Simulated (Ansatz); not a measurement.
B12As2 (R-3m, No. 166, 14 atoms in the cell; start mp-624) was calculated with r²SCAN (plane waves, PAW; Ansatz, a program for electronic structure).

Run with plane-wave cutoff 560 eV, 8×8×8 k mesh, Fermi–Dirac smearing 0.01 eV, scalar-relativistic PAW data made under PBE.

Cell (relaxed at this level):

```cif
data_As2B12
_chemical_formula_sum 'B12 As2'
_space_group_name_H-M_alt 'P 1'
_space_group_IT_number 1
_cell_length_a 5.31593
_cell_length_b 5.31593
_cell_length_c 5.31593
_cell_angle_alpha 70.447
_cell_angle_beta 70.447
_cell_angle_gamma 70.447
loop_
_space_group_symop_operation_xyz
  'x, y, z'
loop_
_atom_site_label
_atom_site_type_symbol
_atom_site_fract_x
_atom_site_fract_y
_atom_site_fract_z
_atom_site_occupancy
B1 B 0.01508 0.01508 0.32494 1
B2 B 0.98492 0.98492 0.67506 1
B3 B 0.32494 0.01508 0.01508 1
B4 B 0.67506 0.98492 0.98492 1
B5 B 0.01508 0.32494 0.01508 1
B6 B 0.98492 0.67506 0.98492 1
B7 B 0.82174 0.27274 0.82174 1
B8 B 0.17826 0.72726 0.17826 1
B9 B 0.82174 0.82174 0.27274 1
B10 B 0.17826 0.17826 0.72726 1
B11 B 0.27274 0.82174 0.82174 1
B12 B 0.72726 0.17826 0.17826 1
As1 As 0.60037 0.60037 0.60037 1
As2 As 0.39963 0.39963 0.39963 1
```

**Question.** What does this level give for the band gap and Γ–Γ gap?

**Answer.** 
* **band gap**: 2.88 eV (on the SCF k mesh)
* **Γ–Γ gap**: 4.87 eV

Note: the relaxation could not lower the start's symmetry, so the cell can be a saddle point above a distorted one.

Spin–orbit coupling is not included.

The result took very roughly 4 core-minutes.

A start named mp-… is a Materials Project structure, which need not be a measured phase.
